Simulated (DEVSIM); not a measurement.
Structure: Ti/SiO2/p-Si capacitor, at 300 K.

```tsv
layer (left to right)	material	thickness (nm)	Na (cm⁻³)
1	SiO2	2.30	-
2	Si	13000	2.1e15
```

Metal gate on the left, work function 4.33 eV. Fixed charge at the semiconductor interface -1.9e10 cm⁻² (in units of +e); no interface traps.

This is a model device: material constants are rounded textbook-type values typed into the input, and sizes, dopings and lifetimes were drawn at random. Values at 300 K.

| parameter | SiO2 | Si |
|---|---|---|
| gap (eV) | 9 | 1.124 |
| affinity (eV) | 0.9 | 4.05 |
| permittivity | 3.9 | 11.7 |
| Nc (cm⁻³) | - | 2.86e19 |
| Nv (cm⁻³) | - | 3.1e19 |

Simulated with DEVSIM: 1D Poisson equation in equilibrium, Boltzmann statistics, complete ionisation; no quantum confinement or tunnelling. Metal contacts follow the ideal Schottky-Mott rule: no Fermi-level pinning, no interface dipoles.

The substrate doping was swept, all else fixed.

| substrate doping (cm^-3) | threshold voltage (band bending 2φF) (V) | minimum of the low-frequency capacitance (μF/cm²) | flat-band voltage (V) |
|---|---|---|---|
| 1e14 | [?] | [?] | -0.52 |
| 2.1e14 | -0.02 | 0.00682 | -0.53 |
| 4.2e14 | 0.00 | 0.00922 | -0.55 |
| 1e15 | 0.03 | 0.0137 | -0.57 |
| 2.1e15 | 0.05 | 0.0193 | -0.59 |
| 4.2e15 | 0.07 | 0.0258 | -0.61 |

### Question
Fill in the missing entries.

### Answer

- 1e14, threshold voltage (band bending 2φF) (V): -0.04
- 1e14, minimum of the low-frequency capacitance (μF/cm²): 0.00507
